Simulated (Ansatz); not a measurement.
# Several settings converged on Ni3Ge (Pm-3m, 4 atoms in the cell)

```yaml
crystal:
  lattice:
    - [3.54092, 0.00000, 0.00000]
    - [0.00000, 3.54092, 0.00000]
    - [0.00000, 0.00000, 3.54092]
  atoms:
    - { symbol: Ni, position: [0.50000, 0.00000, 0.50000] }
    - { symbol: Ni, position: [0.00000, 0.50000, 0.50000] }
    - { symbol: Ni, position: [0.50000, 0.50000, 0.00000] }
    - { symbol: Ge, position: [0.00000, 0.00000, 0.00000] }
```

Base method: LDA (PW92), default PAW files made with PBE (plane waves; Ansatz, an electronic-structure program).

Base settings: basis.ecutwfc = 420 eV; kpoints.mp_grid.grid = 9 9 9; hamiltonian.xc = lda; hamiltonian.pseudopotentials = {kind: paw} (the program's default PAW files); scf.occupations.method = gaussian; scf.occupations.width = 0.1 eV.

Core times come from one kind of shared machine, to one figure; runs under 30 s give none.

**Zone-centre phonons against the cutoff**

In this ladder: phonons.method = dfpt.

The mesh stays at the base's, so the ladder's end is converged at best in this setting alone.

Frequencies are those of the unrelaxed cell, without the LO-TO term of polar crystals.

Only quantities that move along the ladder and can be compared are tabulated.

```tsv
basis.ecutwfc	highest zone-centre frequency (cm⁻¹)	lowest optical frequency (cm⁻¹)	core time / last (rough)
210 eV	83.8	-33.5	–
250 eV	237.8	135.4	–
295 eV	280.2	144.1	–
355 eV	278.6	155.3	–
420 eV	277.0	154.3	0.5
505 eV	277.0	154.2	0.7
630 eV	277.0	154.2	1
```

Coarsest basis.ecutwfc that holds the highest zone-centre frequency within 10 cm⁻¹ of the last step, with all finer ones: 295 eV; the step before is off by 39 cm⁻¹.

Coarsest basis.ecutwfc that holds the lowest optical frequency within 2 cm⁻¹ of the last step, with all finer ones: 355 eV; the step before is off by 10 cm⁻¹.

**Zone-centre phonons against the mesh**

In this ladder: phonons.method = dfpt.

Frequencies are those of the unrelaxed cell, without the LO-TO term of polar crystals.

Only quantities that move along the ladder and can be compared are tabulated.

```csv
kpoints.mp_grid.grid,highest zone-centre frequency (cm⁻¹),lowest optical frequency (cm⁻¹),core time / last (rough)
3 3 3,272.3,152.3,–
4 4 4,278.8,154.8,–
5 5 5,279.7,156.3,–
6 6 6,277.1,154.0,–
7 7 7,277.8,154.3,–
11 11 11,277.1,154.3,0.2
14 14 14,277.1,154.3,0.7
17 17 17,277.2,154.3,1
```

Coarsest kpoints.mp_grid.grid that holds the highest zone-centre frequency within 2 cm⁻¹ of the last step, with all finer ones: 6 6 6; the step before is off by 2.5 cm⁻¹.

Coarsest kpoints.mp_grid.grid that holds the lowest optical frequency within 1 cm⁻¹ of the last step, with all finer ones: 6 6 6; the step before is off by 2.0 cm⁻¹.

On the base run: the starting cell comes from a database of computed structures (which also holds hypothetical and non-ambient phases and stackings), without a prior relaxation at this level. Its lattice was rescaled by up to half a per cent. Spin polarisation is off. In the base run, with a pressure of about -10 GPa the cell is away from its equilibrium volume at this level.

Left out of this page: 1 run of the series stopped by limits of time or memory.

Keys are those of Ansatz 0.2.
